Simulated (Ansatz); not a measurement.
**MgB2 under a change: isotropic strain −1.00 %**

Consider MgB₂ (space group P6/mmm, No. 191; a = 3.075 Å, c = 3.525 Å; relaxed with 0.1 eV smearing).

It is then changed as follows: an isotropic linear strain of −1.00 %; the atoms relax in the strained cell.

All numbers come from PBE (Ansatz, an electronic-structure program; PAW; 420 eV plane waves; spin-orbit coupling left out). Γ-centred 22×22×16 mesh, Fermi–Dirac width 0.1 eV.

The volume per atom falls by 0.286 Å³, from 9.62 Å³ to 9.34 Å³ and the shortest interatomic distance drops by 0.0336 bohr to 3.322 bohr. The energy increases by 4.2 meV/atom and the pressure (mean of the normal stresses, compression positive) goes from zero to 4.8 GPa. The band gap is still zero.

Final structure:

```
CELL_PARAMETERS angstrom
      3.04455     0.00000     0.00000
     -1.52227     2.63666     0.00000
      0.00000     0.00000     3.48957
ATOMIC_POSITIONS crystal
  Mg 0.00000 0.00000 0.00000
  B  0.66667 0.33333 0.50000
  B  0.33333 0.66667 0.50000
```

No phonon test of stability was made. All final runs are without spin polarisation.
